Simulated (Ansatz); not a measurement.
# 1T (CdI2-type) PtTe2

Computed with PBE (Ansatz, an electronic-structure program, PAW).

Numerical settings: plane-wave cutoff 500 eV, 12×12×8 k mesh (along the axes of the cell as run), Fermi–Dirac smearing 0.05 eV, scalar-relativistic PAW data made under PBE.

Cell: relaxed at this level.

```yaml
volume_per_atom: 26.00 Å³/atom
lattice_constant_a: 4.089 Å
c axis length: 5.388 Å
```

Measured, for comparison: lattice constant a 4.026 Å, lattice parameter c 5.221 Å (temperature not stated, no zero-point or thermal correction; as tabulated in Pelayo et al. (2023), arXiv:2312.15371). Computed (rounded) less measured: lattice constant a +1.6 %, lattice parameter c +3.2 %.

Note: the cell comes from a level without a dispersion term, which matters for the spacing of layers, chains or molecules.

Spin–orbit coupling is not included.

Computed values are for the static lattice.

It cost about 4 core-minutes (a rough figure) of CPU time.
